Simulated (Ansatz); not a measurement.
Ansatz (an electronic-structure program) run on LaCoSi₂ (Cm, 8 atoms in the cell): self-consistent single point

Method: PBEsol, default PAW files made with PBE (plane waves; Ansatz).

This input was run:

Ansatz 0.2 input:
```yaml
# LaCoSi2
crystal:
  lattice:
    - [2.126344, -8.318877, 0.000000]
    - [2.126344, 8.318877, 0.000000]
    - [0.000000, 0.000000, 4.104500]
  atoms:
    - { symbol: La, position: [0.608580, 0.391420, 0.762182] }
    - { symbol: La, position: [0.391420, 0.608580, 0.250000] }
    - { symbol: Co, position: [0.818440, 0.181560, 0.750000] }
    - { symbol: Co, position: [0.181560, 0.818440, 0.250000] }
    - { symbol: Si, position: [0.956290, 0.043710, 0.750000] }
    - { symbol: Si, position: [0.043710, 0.956290, 0.250000] }
    - { symbol: Si, position: [0.249570, 0.750430, 0.750000] }
    - { symbol: Si, position: [0.750430, 0.249570, 0.250000] }
basis:
  ecutwfc: 30.9 Ry
kpoints:
  mp_grid:
    grid: [5, 5, 5]
hamiltonian:
  xc: pbesol
  pseudopotentials:
    kind: paw
scf:
  occupations:
    method: gaussian
    width: 0.0073 Ry
output:
  forces: true
  eigenvalues: true
  stress: true
```

Log, with long lists cut:

```
WARN ansatz: RAYON_NUM_THREADS=1 ignored (pool sized by the plan → 1); use --threads N
basis.fft_grid_basis auto: the FFT boxes are laid along the combinations [[1, 1, 0], [0, 1, 0], [0, 0, 1]] of the cell's own vectors, 4.253, 8.586 and 4.104 Å …
Pseudopotentials: kind: paw
Pseudopotential: La, paw, valence charge 11
Pseudopotential: Co, paw, valence charge 17
Pseudopotential: Si, paw, valence charge 4
Crystal: 8 atoms, lattice volume = 145.207 Å³
Basis set: ecut = 420.4159175005146 eV, 2829 PW (Γ), FFT grids on a1+a2, a2, a3, exchange–correlation on 60×120×60 points (8 copies of the dense FFT grid, shifted against one another)
Bands: 44, of which v1, the nominal top of the filled ones, is band 36 counted from 1 (35 counted from 0)
Symmetry: 2 space group operations
Space group: Cm (ITA 8), of the structure as read, at distance tolerance 5.3e-5 Å
k-points: 39 of 125 (time reversal used)
PAW frozen core: La, regenerated for the run's functional, and the local potential with it
PAW frozen core: Co, regenerated for the run's functional, and the local potential with it
PAW frozen core: Si, regenerated for the run's functional, and the local potential with it
Initial density: superposition of atomic densities (neutral atoms: chi_scale 0, normalization atom), corrected by the library's trained network
Initial wavefunctions: pseudopotential atomic-orbital guess
Eigensolver: davidson
Functional: x = pbesol(κ = 0.804, μ = 0.12345679012345678), c = pbesol(β = 0.046)
SCF iter   1: F=—  HF=-25000.794278 eV  |F-HF|=—  |Δ(HF+E_count)|=         —  Δρ=1.09e-2  dr2=1.15e-1  ethr=1.77e-3  ⟨swp⟩=7.2  Hψ=7553  notcnv=0
all-band conjugate gradients solve this SCF's bands
preconditioner: auto → Kerker (q_TF=auto, 2.427 Å⁻¹)
SCF iter   2: F=—  HF=-25000.781452 eV  |F-HF|=—  |Δ(HF+E_count)|=   1.28e-2  Δρ=3.29e-3  dr2=1.67e-2  ethr=1.60e-4  ⟨swp⟩=2.4  Hψ=3611  notcnv=0  defer=36
SCF iter   3: F=—  HF=-25000.779029 eV  |F-HF|=—  |Δ(HF+E_count)|=   2.42e-3  Δρ=9.09e-4  dr2=3.09e-3  ethr=2.32e-5  ⟨swp⟩=2.2  Hψ=2301  notcnv=0  defer=36
SCF iter   4: F=—  HF=-25000.778648 eV  |F-HF|=—  |Δ(HF+E_count)|=   3.80e-4  Δρ=2.21e-4  dr2=2.70e-4  ethr=4.29e-6  ⟨swp⟩=2.1  Hψ=2171  notcnv=0  defer=36
SCF iter   5: F=—  HF=-25000.778612 eV  |F-HF|=—  |Δ(HF+E_count)|=   3.62e-5  Δρ=6.36e-5  dr2=1.34e-5  ethr=3.75e-7  ⟨swp⟩=2.0  Hψ=2308  notcnv=0  defer=36
SCF iter   6: F=—  HF=-25000.778607 eV  |F-HF|=—  |Δ(HF+E_count)|=   5.23e-6  Δρ=7.25e-5  dr2=7.00e-6  ethr=1.87e-8  ⟨swp⟩=2.0  Hψ=3024  notcnv=0  defer=47
SCF iter   7: F=—  HF=-25000.778606 eV  |F-HF|=—  |Δ(HF+E_count)|=   9.62e-7  Δρ=1.19e-5  dr2=2.63e-7  ethr=9.73e-9  ⟨swp⟩=2.2  Hψ=2161  notcnv=0  defer=54
SCF iter   8: F=—  HF=-25000.778606 eV  |F-HF|=—  |Δ(HF+E_count)|=   3.33e-9  Δρ=1.47e-5  dr2=2.57e-7  ethr=1.39e-10  ⟨swp⟩=13.0  Hψ=8516  notcnv=0
SCF iter   9: F=-25000.778606 eV  HF=-25000.778606 eV  |F-HF|=2.18e-9  |Δ(HF+E_count)|=   1.73e-8  Δρ=1.87e-6  dr2=4.00e-9  ethr=1.39e-10  ⟨swp⟩=3.0  Hψ=6623  notcnv=0
SCF 1 converged in 9 iterations: F = -25000.778606 eV  dr2 = 4.00e-9
SCF converged after 9 iterations
Free energy (F): -25000.778606 eV
Harris-Foulkes:  -25000.778606 eV  (|F-HF|=2.18e-9)
Internal energy: -25000.754644 eV  (E = F + TS)
E sigma→0 (E₀):  -25000.766625 eV
Entropy (-TS):   -0.023962 eV (-2.995 meV/atom)
Fermi energy:    11.954838 eV
--- Per-component energies (eV) ---
  E_band       = -640.854171
  E_kinetic    = 1465.321964
  E_local      = -10056.573691  (includes V_loc(G=0)·N_el)
  E_nonlocal   = 1208.342224
  E_hartree    = 4380.202302
  E_xc         = -816.380371
  E_vxc        = -898.035460  (∫ρ·V_xc dr)
  E_paw        = -15620.885651  (= ΣΔE_a)
  E_vpaw       = -1120.320717  (= ΣTr[D̂ρ^β])
  E_aug_tail   = 0.000119  (compensation charges beyond the density's cutoff)
  E_ewald      = -5561.623639
  E_core_change = 0.842100  (= ΣΔE_core)
  E_smearing   = -0.023962  (= −TS)
  E_closure    = -0.000000  (closes the sum)
  Σ components = -25000.778606   (vs F -25000.778606, Δ=0.00e0)
--- Forces (eV/Å), atoms counted from 1 ---
  atom   1  La     0.00000000     0.05520497    -0.32891146
  atom   2  La     0.00000000    -0.05463906     0.02078569
  atom   3  Co     0.00000000     0.03536041     0.00684607
  atom   4  Co     0.00000000    -0.03717170     0.03522463
  atom   5  Si     0.00000000    -0.02016650     0.00860150
  atom   6  Si     0.00000000     0.02751274     0.16667643
  atom   7  Si     0.00000000    -0.06470379    -0.00376276
  atom   8  Si     0.00000000     0.05860239     0.09453934
  max |Σ_I F_I| component: 5.43e-7 eV/Å
--- Stress (GPa, compression-positive) ---
       -5.130338       0.000000       0.000000
        0.000000      -4.874357      -0.041374
        0.000000      -0.041374      -4.112409
  P = ⅓ Tr σ = -4.7057 GPa (-47.057 kbar)
  The stress holds the Pulay correction. Without it, at fixed plane waves, as pw.x and ABINIT print it: P = -4.7455 GPa
--- Band table (eV; the first three rows and the last of 39) ---
  k-point 0: bands = ["-82.0835", "-82.0826", "-45.5391", "-45.5366", "-45.5291", "-45.5281", "-45.5146", "-45.5134", "-19.8572", "-19.8323", "-4.1101", "-3.6569", "-3.5957", "-3.5474", "-3.5025", "-3.4298", "1.6335", "3.1898", "5.5820", "6.6137", [...]
  k-point 1: bands = ["-82.0835", "-82.0826", "-45.5392", "-45.5367", "-45.5290", "-45.5281", "-45.5145", "-45.5134", "-19.8456", "-19.8254", "-4.0383", "-3.7283", "-3.6260", "-3.6134", "-3.5731", "-3.5339", "2.0528", "3.3939", "5.8472", "5.8864", [...]
  k-point 2: bands = ["-82.0835", "-82.0826", "-45.5394", "-45.5370", "-45.5288", "-45.5283", "-45.5144", "-45.5135", "-19.8244", "-19.8164", "-3.9696", "-3.9636", "-3.8204", "-3.6953", "-3.5317", "-3.5163", "3.1059", "4.0461", "4.4666", "5.2067", [...]
  k-point 38: bands = ["-82.0835", "-82.0825", "-45.5392", "-45.5367", "-45.5290", "-45.5281", "-45.5145", "-45.5135", "-19.8443", "-19.8267", "-3.9661", "-3.8237", "-3.6206", "-3.6054", "-3.5789", "-3.5280", "2.3376", "2.9718", "5.8860", "6.1058", [...]
```

The run converged in 9 iterations.

The starting cell comes from a database of computed structures (which also holds hypothetical and non-ambient phases and stackings), without a prior relaxation at this level. Its lattice was rescaled by up to half a per cent. One atom was moved a little off its site on purpose. Spin polarisation is off. With a pressure of about -5 GPa the cell is away from its equilibrium volume at this level. Ansatz's pressure includes its estimate of the finite-basis (Pulay) stress.

Cost on one core of a shared machine: roughly 30 s.
